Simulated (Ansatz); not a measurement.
Defect migration in rutile TiO2: interstitial Na, charge state +1. These are PBE, PAW (plane waves to 420 eV; Ansatz, a first-principles code) values and carry that method's errors.

Cell of 72 host sites held at the relaxed PBE lattice; one k-point at (0.250, 0.250, 0.250); Fermi-Dirac width 0.01 eV, spin-restricted; finite-size errors left in. Static, classical nuclei. The charge state is imposed; whether it is stable for some Fermi level was not computed. Sites that were not tried may lie lower.

Barriers: single points on a 2×2×2 k-point mesh shifted by half a step at the bands' geometries.

The step: several atoms move together, Na the farthest; the atom moves 1.77 Å along (-0.06, -0.38, -0.03) of the unit cell; at the start the Na atom holds a host Ti site and a host atom stands off its site; the moving atom starts with neighbours 2 O at 2.05, O at 2.07, O at 2.35, 2 O at 2.48; Ti at 2.66 Å and ends with 2 O at 2.00, 2 O at 2.17, 2 O at 2.24 Å.

Q: What migration barrier of this step does PBE, PAW give?

A: 0.86 eV forward and 0.73 eV backward. At the saddle the moving atom has neighbours O at 1.99, O at 2.06, O at 2.13, O at 2.14, O at 2.39, O at 2.42 Å. The saddle point's order was not checked.
